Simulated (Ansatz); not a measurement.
**Effect of isotropic strain +2.50 % on HgTe**

The reference is HgTe in the zinc blende structure (space group F-43m, No. 216; a = 6.5098 Å).

Perturbation: the cell is scaled by 1.0250 in all directions; the atoms relax in the strained cell.

The values are results of DFT with PBEsol, PAW potentials and a 420 eV plane-wave cutoff in Ansatz (a quantum-chemistry and plane-wave program), without spin-orbit coupling, not measurements. k-mesh 9×9×9 (Γ-centred); smearing 0.05 eV (Fermi–Dirac).

```tsv
quantity	base	changed	shift
space group	F-43m (No. 216)	F-43m (No. 216)	–
energy relative to the base (free energy F)	0 meV/atom	+23 meV/atom	+23 meV/atom
pressure	0.0 GPa	-2.6 GPa	-2.6 GPa
band gap	zero	zero	–
```

The mesh was chosen for an insulator and is coarse for the gapless case. Spin-orbit coupling, missing from the scalar runs, can matter with Hg and Te. Whether these cells are dynamically stable was not tested. The final runs are not spin-polarised. The zero or small gap of HgTe can change with the level of theory.
